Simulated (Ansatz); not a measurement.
The starting structures come from a database of crystals and need not be the phases stable at ambient conditions.

Consider the following.

```
BaBrF
1.0
    6.42042     0.00000     0.00000
    0.00000     7.49539     0.00000
    3.21021     0.00000     3.21021
Ba Br F
2 2 2
Direct
  0.00000   0.80838   0.50000
  0.50000   0.19162   0.50000
  0.50000   0.64961   0.50000
  0.00000   0.35039   0.50000
  0.50000   0.00000   0.00000
  0.00000   0.00000   0.00000
```

Space group of this cell: P4/nmm. The cell is taken as given; by r2SCAN its mean pressure is -0.5 GPa.

Transport runs along the normal of the first two printed cell vectors, the (110) plane of the conventional cell.

The gap is the functional's own, uncorrected, and κ follows it; spin-orbit coupling is left out. Mid-gap values are interpolated between the computed energies.

**Question.** Predict the band gap and the smallest decay constant κ at mid-gap from Ansatz (a first-principles code) with r2SCAN.

**Answer.** Gap 5.39 eV on a 10×4×10 mesh; κ = 0.350 1/Å, at the zone centre.
